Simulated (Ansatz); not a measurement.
The starting structures come from a database of crystals and need not be the phases stable at ambient conditions.

Given:

```yaml
crystal:
  lattice:
    - [4.57074, 0.00000, 0.00000]
    - [-2.28537, 3.95838, 0.00000]
    - [2.28537, -1.31946, 3.73199]
  atoms:
    - { symbol: Mg, position: [0.00000, 0.00000, 0.00000] }
    - { symbol: Te, position: [0.75000, 0.25000, 0.75000] }
```

Space group of this cell: F-43m, zinc blende. The cell is taken as given.

The numbers are results of PBEsol (plane waves, PAW; Ansatz, an electronic-structure program), not measurements.

The current runs along the normal of the first two printed vectors; no spin-orbit coupling. Scaled by the factor s: all lengths (ions clamped). Meshes 8×8×8 and 12×12 across the current in all rows.

```tsv
s	mean pressure (GPa)	band gap (eV)
0.98	2.0	?
1.00	-0.4	2.30
1.02	-2.2	2.05
```

Take the slope of the band gap against ln s from the two given rows, extrapolate to s = 0.98, and say what the run there gives.

Slope = (2.05 − 2.30) / ln 1.02 = -12.6 eV. The line gives 2.30 + (-12.6) × ln 0.98 = 2.56 eV. The run gives 2.56 eV, as the line does.
